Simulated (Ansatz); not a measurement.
Defect: N vacancy in wurtzite GaN, charge state +3. The step: one N atom jumps into the vacancy from a nearby N site; the atom moves 3.25 Å along (-0.68, -0.34, 0.51) of the unit cell; the moving atom starts with neighbours Ga at 1.89, 2 Ga at 1.97, Ga at 2.03 Å and ends with Ga at 1.89, Ga at 1.97, 2 Ga at 2.00 Å. A PBE band in Ansatz (plane-wave PAW, one k-point at (0.125, 0.250, 0.250), 72 host sites, 42 SCF runs with any check of the saddle's order, static, no finite-size correction) gives a forward barrier of 2.60 eV. The saddle point's order was not checked. The charge state is imposed; whether it is stable for some Fermi level was not computed. Forms of the defect that were not tried may lie lower.

Single points at the band's start and saddle point can refine it. Rough cost of one point, in units of the band's mean SCF on the same machine:

```
Level                                                     Cost of one point
--------------------------------------------------------  -----------------
PBE, a 2×2×2 k-point mesh shifted by half a step along c            about 3
r2SCAN at 500 eV, one k-point at (0.125, 0.250, 0.250)              under 2
```

Problem. Which of these move the barrier by more than 0.1 eV, and how far does each move it?

Solution. PBE, a 2×2×2 k-point mesh shifted by half a step along c: +0.02 eV; r2SCAN at 500 eV, one k-point at (0.125, 0.250, 0.250): +0.19 eV. Each functional is compared with PBE at the same k-points.

Ansatz is an electronic-structure program.
